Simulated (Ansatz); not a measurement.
Ansatz (a first-principles code) run on NiAl (Pm-3m, 2 atoms in the cell): zone-centre phonon calculation.

Method: LDA (PW92), default PAW files made with PBE (plane waves; Ansatz).

```xyz
2
Lattice="2.8813 0.0000 0.0000 0.0000 2.8813 0.0000 0.0000 0.0000 2.8813" Properties=species:S:1:pos:R:3 pbc="T T T"
Al     1.4407     1.4407     1.4407
Ni     0.0000     0.0000     0.0000
```

Reference input (self-consistent single point, DFT, LDA (PW92), plane waves, default PAW files made with PBE): basis.ecutwfc = 420 eV; kpoints.mp_grid.grid = 11 11 11; hamiltonian.xc = lda; hamiltonian.pseudopotentials = {kind: paw} (the program's default PAW files); scf.occupations.method = fermi_dirac; scf.occupations.width = 0.1 eV. This run's input differs from it in these lines:

Ansatz 0.2 input:
```diff
@@ -12,3 +12,3 @@
   mp_grid:
-    grid: [11, 11, 11]
+    grid: [12, 12, 12]
 hamiltonian:
@@ -21,6 +21,5 @@
     width: 0.1 eV
-output:
-  forces: true
-  eigenvalues: true
-  stress: true
+phonons:
+  method: dfpt
+  qmesh: [2, 2, 2]
```

Log, with long lists cut:

```
SCF iter   1: F=—  HF=-6287.646295 eV  |F-HF|=—  |Δ(HF+E_count)|=         —  Δρ=1.44e-2  dr2=2.10e-2  ethr=1.77e-3  ⟨swp⟩=4.7  Hψ=5754  notcnv=0
all-band conjugate gradients solve this SCF's bands
preconditioner: auto → none
SCF iter   2: F=—  HF=-6287.642646 eV  |F-HF|=—  |Δ(HF+E_count)|=   3.65e-3  Δρ=3.45e-3  dr2=1.05e-3  ethr=9.99e-5  ⟨swp⟩=3.0  Hψ=2682  notcnv=0  defer=4
   [... lines left out ...]
SCF iter   4: F=—  HF=-6287.642469 eV  |F-HF|=—  |Δ(HF+E_count)|=   2.39e-5  Δρ=9.25e-5  dr2=1.38e-6  ethr=5.17e-7  ⟨swp⟩=1.1  Hψ=1264  notcnv=0  defer=4
SCF iter   5: F=—  HF=-6287.642475 eV  |F-HF|=—  |Δ(HF+E_count)|=   5.45e-6  Δρ=6.11e-6  dr2=3.70e-9  ethr=6.57e-9  ⟨swp⟩=2.3  Hψ=1978  notcnv=0  defer=4
SCF iter   6: F=—  HF=-6287.642475 eV  |F-HF|=—  |Δ(HF+E_count)|=  4.69e-10  Δρ=8.41e-7  dr2=1.01e-10  ethr=1.76e-11  ⟨swp⟩=2.3  Hψ=1835  notcnv=0  defer=4
SCF iter   7: F=-6287.642475 eV  HF=-6287.642475 eV  |F-HF|=1.82e-12  |Δ(HF+E_count)|=  1.27e-11  Δρ=1.34e-7  dr2=2.33e-12  ethr=1.00e-12  ⟨swp⟩=5.4  Hψ=5128  notcnv=0
SCF 1 converged in 7 iterations: F = -6287.642475 eV  dr2 = 2.33e-12
DFPT response loops at q = (0, 0, 0) (fractional): preconditioner auto → Kerker (q_TF=auto, 2.670 Å⁻¹) (partly filled bands, converged f_vac=0.000) …
DFPT response loops at q = (0, 0, -0.5) (fractional): mixed as the last ones told, above
DFPT response loops at q = (0, -0.5, -0.5) (fractional): mixed as the last ones told, above
DFPT response loops at q = (-0.5, -0.5, -0.5) (fractional): mixed as the last ones told, above
Free energy (F): -6287.642475 eV
Internal energy: -6287.614127 eV  (E = F + TS)
E sigma→0 (E₀):  -6287.628301 eV
Entropy (-TS):   -0.028348 eV (-14.174 meV/atom)
Fermi energy:    13.664928 eV
   [... lines left out ...]
  largest difference from the sums on the solved wave vectors: F 6.67e-2 eV, S 9.90e-5 and C_V 3.23e-5 eV/K
  zero-point energy: 0.081521 eV/cell   skipped modes (ω ≤ 0): 3   left out of the sums: 4.70e-5 of the cell's modes …
```

The run converged in 7 iterations. 

Summary of the result:
- Free energy E − TS (on the zero of these files) = -6287.6425 eV
- Fermi level (on the code's own zero) = 13.66 eV
- Zone-centre frequencies (cm⁻¹; negative means imaginary) = 0, 0, 0, 276, 276, 276

The starting cell has typed, rounded lattice constants, without a prior relaxation at this level. Its lattice was rescaled by up to half a per cent. Spin polarisation is off.

Cost on one core of a shared machine: roughly 80 s.
